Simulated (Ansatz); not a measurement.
Functionals compared on the (31-40) surface of hcp Mg in its 1x1 cell, outermost plane spacing 0.51 Å in the ideal cut, in Ansatz (plane waves, PAW). The structure was relaxed with PBE; the other rows are single points on it, each with its references at the same level. Cutoff 420 eV (500 eV for r2SCAN).

Set-up: 28 atoms, 10.5 Å thick at the start; mesh 7x4x1; 0.1 eV smearing; dipole correction on; all atoms relaxed; held to the start's symmetry, so lower structures may exist; no spin, no spin-orbit, no U. These notes are the PBE run's.

```
functional  surface energy (J/m²)  work function of the top face (eV)         rough cost of the single point
----------  ---------------------  ----------------------------------  -------------------------------------
PBE                          0.67                                3.52                                      –
LDA                          0.75                                3.66            very roughly 6 core-minutes
PBEsol                       0.75                                3.56                 roughly 5 core-minutes
RPBE                          [?]                                 [?]  about 5 core-minutes (a rough figure)
r2SCAN                       0.75                                3.57         around 10 core-minutes (rough)
```

Question: Fill in the missing entries.

Answer: 
- RPBE, surface energy (J/m²): 0.62
- RPBE, work function of the top face (eV): 3.45

Ansatz is a program for electronic structure.
